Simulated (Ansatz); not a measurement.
Results of r²SCAN in Ansatz (plane waves, PAW) for Ca2C (model structure, started from the fluorite type, Fm-3m, No. 225, 3 atoms in the cell).

Run with plane-wave cutoff 560 eV, 16×16×16 k mesh, Fermi–Dirac smearing 0.05 eV, scalar-relativistic PAW data made under PBE.

Cell (relaxed with PBEsol):

```cif
data_CCa2
_chemical_formula_sum 'C1 Ca2'
_space_group_name_H-M_alt 'P 1'
_space_group_IT_number 1
_cell_length_a 4.38725
_cell_length_b 4.38725
_cell_length_c 4.38725
_cell_angle_alpha 60.000
_cell_angle_beta 60.000
_cell_angle_gamma 60.000
loop_
_space_group_symop_operation_xyz
  'x, y, z'
loop_
_atom_site_label
_atom_site_type_symbol
_atom_site_fract_x
_atom_site_fract_y
_atom_site_fract_z
_atom_site_occupancy
C1 C 0.00000 0.00000 0.00000 1
Ca1 Ca 0.25000 0.25000 0.25000 1
Ca2 Ca 0.75000 0.75000 0.75000 1
```

**Question.** Estimate the band gap and Γ–Γ gap that the calculation returns.

**Answer.** 
band gap: 0.38 eV (on the SCF k mesh)
Γ–Γ gap: 2.36 eV

Note: the relaxation could raise the start's symmetry but not lower it, so the cell can be a saddle point; cell and atoms aren't relaxed at this level (pressure 1.5 GPa).

Static lattice: no zero-point or thermal effects.

A model structure was made by putting elements into a prototype or built by hand; it is no filed structure, need not be a known phase, and can be a saddle point held by its symmetry.

Ansatz is a first-principles code.
